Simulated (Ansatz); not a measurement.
# What tensor shear ε_xy = +0.29 % does to W

Consider W in the bcc (W type) structure (space group Im-3m, No. 229; a = 3.169 Å; relaxed with 0.1 eV smearing). Axes: x, y, z lie along the cube axes.

The change: tensor shear ε_xy = +0.29 % (engineering shear γ = 0.0058), atoms relaxed at fixed cell.

Method: plane-wave PAW DFT at the r2SCAN level (Ansatz, a quantum-chemistry and plane-wave program, 500 eV), scalar-relativistic without spin-orbit coupling. k-mesh 29×29×29 (Γ-centred); smearing 0.1 eV (Fermi–Dirac).

```tsv
quantity	base	changed	shift
volume per atom	15.91 Å³	15.91 Å³	0.00 Å³
shortest interatomic distance	2.744 Å	2.739 Å	-0.005 Å
energy relative to the base (free energy F)	0 meV/atom	+0.3 meV/atom	+0.3 meV/atom
pressure (mean of the normal stresses, compression positive)	0.0 GPa	0.0 GPa	0.0 GPa
band gap	zero	zero	–
stress (xx, yy, zz, yz, xz, xy; compression positive)	–	(0.0, 0.0, 0.0, 0.0, 0.0, -0.9) GPa	–
```

Final structure:

```xyz
1
Lattice="-1.5798 1.5798 1.5844 1.5798 -1.5798 1.5844 1.5890 1.5890 -1.5844" Properties=species:S:1:pos:R:3 pbc="T T T"
W      0.0000     0.0000     0.0000
```

The cells carry an imposed strain or load. Stability against distortions was not tested. The final runs are not spin-polarised.
